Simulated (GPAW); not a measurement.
Worked example: self-consistent single point of SnTe (Fm-3m, 2 atoms in the cell) in GPAW

Method of the run: PBEsol, GPAW PAW datasets PBEsol (made by gpaw-setup) (plane waves; GPAW).

Input:

```python
from ase import Atoms
from ase.units import GPa
from gpaw import GPAW, PW, FermiDirac

atoms = Atoms(['Sn', 'Te'],
              cell=[[0.000000, 3.144200, 3.144200],
                    [3.144200, 0.000000, 3.144200],
                    [3.144200, 3.144200, 0.000000]],
              scaled_positions=[[0.000000, 0.000000, 0.000000],
                                [0.500000, 0.500000, 0.500000]],
              pbc=True)

calc = GPAW(mode=PW(550),
            xc='PBEsol',
            kpts={'size': (6, 6, 6), 'gamma': True},
            occupations=FermiDirac(0.01),
            nbands=-4,
            convergence={'density': 1e-05, 'bands': -2},
            symmetry={'symmorphic': False, 'tolerance': 0.0005},
            maxiter=120,
            txt='-')

atoms.calc = calc

energy = atoms.get_potential_energy()
print('Energy (eV):', round(energy, 6))
forces = atoms.get_forces()
print('Forces (eV/Ang):')
print(forces.round(5))
stress = atoms.get_stress()
print('Stress (GPa, Voigt):', (stress / GPa).round(4))
```

Output (repeated stretches shortened):

```
Input parameters:
  convergence: {bands: -2,
                density: 1e-05}
  kpts: {gamma: True,
         size: (6, 6, 6)}
  maxiter: 120
  mode: {ecut: 550.0,
         name: pw}
  nbands: -4
  occupations: {fixmagmom: False,
                name: fermi-dirac,
                width: 0.01}
  symmetry: {symmorphic: False,
             tolerance: 0.0005}
  xc: PBEsol

species:
  Sn:
    name: Tin
    Z: 50.0
    valence: 14
    core: 36
    charge: 0.0
    file: Sn.PBEsol.gz

    # Using partial waves for Sn as LCAO basis

  Te:
    name: Tellurium
    Z: 52.0
    valence: 6
    core: 46
    charge: 0.0
    file: Te.PBEsol.gz

    # Using partial waves for Te as LCAO basis

Reference energy: -352647.811924  # eV

Spin-paired calculation

Convergence criteria:
 Maximum [total energy] change in last 3 cyles: 0.0005 eV / valence electron
 Maximum integral of absolute [dens]ity change: 1e-05 electrons / valence electron
 Maximum integral of absolute [eigenst]ate change: 4e-08 eV^2 / valence electron
 Maximum number of scf [iter]ations: 120

Symmetries present (total): 48
Symmetries with fractional translations: 0
216 k-points: 6 x 6 x 6 Monkhorst-Pack grid + [1/12,1/12,1/12]
16 k-points in the irreducible part of the Brillouin zone
       k-points in crystal coordinates                weights
   0:     0.00000000    0.00000000    0.00000000          1/216
   1:     0.16666667    0.16666667    0.00000000          6/216
   2:     0.16666667    0.16666667    0.16666667          8/216
   [... 7 lines left out ...]
          ...
  15:     0.50000000    0.50000000    0.50000000          4/216

Wave functions: Plane wave expansion
  Cutoff energy: 550.000 eV
  Number of coefficients (min, max): 1772, 1853
  Pulay-stress correction: 0.000000 eV/Ang^3 (de/decut=0.000000)

Occupation numbers: Fermi-Dirac:
  width: 0.0100  # eV

Eigensolver

Densities:
  Coarse grid: 25*25*25 grid
  Fine grid: 50*50*50 grid
  Total Charge: 0.000000

Density mixing:
  Method: separate
  Backend: pulay
  Linear mixing parameter: 0.05
  old densities: 5
  Damping of long wavelength oscillations: 50

Hamiltonian:
  XC and Coulomb potentials evaluated on a 50*50*50 grid
  External potential:
    NoExternalPotential

XC parameters: PBEsol with 2 nearest neighbor stencil

Number of atoms: 2
Number of atomic orbitals: 13
Number of bands in calculation: 14
Number of valence electrons: 20
Bands to converge: 12

Density initialized from atomic densities
  13 bands from LCAO basis set
  1 band from random numbers

Atomic positions and initial magnetic moments

Positions:
   0 Sn     0.000000    0.000000    0.000000    ( 0.0000,  0.0000,  0.0000)
   1 Te     3.144200    3.144200    3.144200    ( 0.0000,  0.0000,  0.0000)

Unit cell:
           periodic     x           y           z      points  spacing
  1. axis:    yes    0.000000    3.144200    3.144200    25     0.1452
  2. axis:    yes    3.144200    0.000000    3.144200    25     0.1452
  3. axis:    yes    3.144200    3.144200    0.000000    25     0.1452

  Lengths:   4.446570   4.446570   4.446570
  Angles:   60.000000  60.000000  60.000000

Effective grid spacing dv^(1/3) = 0.1585

     iter     time        total  log10-change:
                         energy   eigst   dens
iter:   1 --:--:--    -8.632470   +0.33
iter:   2 --:--:--    -8.636134   -0.46  -1.52
iter:   3 --:--:--    -8.611677   -1.87  -1.55
iter:   4 --:--:--    -8.613111   -2.09  -1.70
iter:   5 --:--:--    -8.605898c  -3.48  -1.98
iter:   6 --:--:--    -8.604534c  -4.02  -2.32
iter:   7 --:--:--    -8.604531c  -5.21  -3.11
iter:   8 --:--:--    -8.604525c  -5.95  -3.16
iter:   9 --:--:--    -8.604536c  -5.12  -3.22
iter:  10 --:--:--    -8.604527c  -6.47  -3.53
iter:  11 --:--:--    -8.604535c  -6.70  -3.66
iter:  12 --:--:--    -8.604526c  -7.34  -3.67
iter:  13 --:--:--    -8.604522c  -6.41  -3.67
iter:  14 --:--:--    -8.604518c  -6.05  -3.73
iter:  15 --:--:--    -8.604519c  -6.48  -3.88
iter:  16 --:--:--    -8.604519c  -6.19  -3.72
iter:  17 --:--:--    -8.604519c  -7.82c -4.08
iter:  18 --:--:--    -8.604516c  -6.64  -4.11
iter:  19 --:--:--    -8.604516c  -7.34  -4.33
iter:  20 --:--:--    -8.604516c  -8.26c -4.44
iter:  21 --:--:--    -8.604516c  -7.74c -4.50
iter:  22 --:--:--    -8.604516c  -8.88c -4.59
iter:  23 --:--:--    -8.604516c  -8.58c -4.64
iter:  24 --:--:--    -8.604516c  -9.78c -4.68
iter:  25 --:--:--    -8.604516c  -8.54c -4.78
iter:  26 --:--:--    -8.604516c  -9.40c -4.95
iter:  27 --:--:--    -8.604516c  -9.01c -4.98
iter:  28 --:--:--    -8.604516c  -9.08c -4.89
iter:  29 --:--:--    -8.604516c -10.44c -5.09c

Converged after 29 iterations.

Dipole moment: (-0.000000, 0.000000, -0.000000) |e|*Ang

Energy contributions relative to reference atoms: (reference = -352647.811924)

Kinetic:        +11.975093
Potential:      -12.343323
External:        +0.000000
XC:              -8.359407
Entropy (-ST):   -0.000001
Local:           +0.123122
SIC:             +0.000000
--------------------------
Free energy:     -8.604517
Extrapolated:    -8.604516

Showing only first 2 kpts
 Kpt  Band  Eigenvalues  Occupancy
  0     8      4.22109    2.00000
  0     9      4.22109    2.00000
  0    10      9.71591    0.00000
  0    11      9.71591    0.00000

  1     8      3.71577    2.00000
  1     9      5.61441    2.00000
  1    10      7.27379    0.00000
  1    11      9.89679    0.00000

Fermi level: 6.40510

Gap: 0.170 eV
Transition (v -> c):
  (s=0, k=15, n=9, [0.50, 0.50, 0.50]) -> (s=0, k=15, n=10, [0.50, 0.50, 0.50])
No difference between direct/indirect transitions
Energy (eV): -8.604516

Forces in eV/Ang:
  0 Sn   -0.00000    0.00000    0.00000
  1 Te   -0.00000   -0.00000   -0.00000

Stress tensor:
     0.002558     0.000000    -0.000000
     0.000000     0.002558     0.000000
    -0.000000     0.000000     0.002558
Stress (GPa, Voigt): [ 0.4099  0.4099  0.4099  0.     -0.      0.    ]
```

The run converged in 29 iterations. GPAW prints stress with tension positive.

The starting cell has typed, rounded lattice constants, without a prior relaxation at this level. Its lattice was rescaled by up to half a per cent. Spin-orbit coupling is off.
